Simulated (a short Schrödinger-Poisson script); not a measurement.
## Gated Al0.2Ga0.8As/GaAs modulation-doped gas in a quantum well

Structure: gated Al0.2Ga0.8As/GaAs modulation-doped gas in a quantum well, at 77 K.

```tsv
layer	material	thickness (nm)	Nd (cm⁻³)	Na (cm⁻³)
1	Al0.2Ga0.8As	20	-	-
2	Al0.2Ga0.8As	30	2.2e18	-
3	Al0.2Ga0.8As	2	-	-
4	GaAs	15	-	-
5	Al0.2Ga0.8As	4000	-	6e15
```

The device is made up for the run: typed textbook-type constants, with dimensions and the other settings drawn at random. Al0.2Ga0.8As: permittivity 12.33, conduction-band edge (eV) 0.158, gap (eV) 1.673, electron mass (mₑ) 0.0836, Nv at 300 K (cm⁻³) 9e18. GaAs: permittivity 12.9, conduction-band edge (eV) 0, gap (eV) 1.424, Nv at 300 K (cm⁻³) 9e18.

Channel valleys (confinement mass, in-plane density-of-states mass, number): Γ 0.067, 0.067, 1. At the gate the conduction-band edge of layer 1 lies 0.91 eV − eVg above the Fermi level of the channel; the field vanishes at the back. Donor level 0.05 eV below the band edge. The barrier under the gate holds no holes. Gaps are held at their typed values at every temperature. Mesh 0.08 nm at interfaces.

From a short Schrödinger-Poisson script (our own, NumPy): 1D Poisson equation in equilibrium, electrons quantum, Hartree (BenDaniel-Duke, 40 states a valley, the channel's in-plane mass for all, wave functions free to enter the barrier), parabolic valleys, classical holes, donors ionised by Fermi statistics, acceptors fully, no traps, pinning or gate leakage.

```csv
Vg (V),electrons (cm⁻²),in the channel layer,C (μF/cm²),Γ E0 (meV),Γ E1 (meV)
0.5,3.32e11,3.11e11,0.438,-10.6,40.5
0.1,3.31e11,3.10e11,0.371,-10.6,41.0
-0.3,3.29e11,3.09e11,0.327,-10.5,41.2
-0.7,3.26e11,3.06e11,0.295,-10.4,41.5
-1.1,3.21e11,3.01e11,0.271,-10.2,41.8
-1.5,3.10e11,2.91e11,0.252,-9.7,42.4
-1.9,2.78e11,2.62e11,0.233,-8.2,43.9
-2.3,4.84e10,4.64e10,0.168,8.0,59.4
```

Gate voltages with under 1e6 electrons/cm² are left out.

Subbands count from the Fermi level.
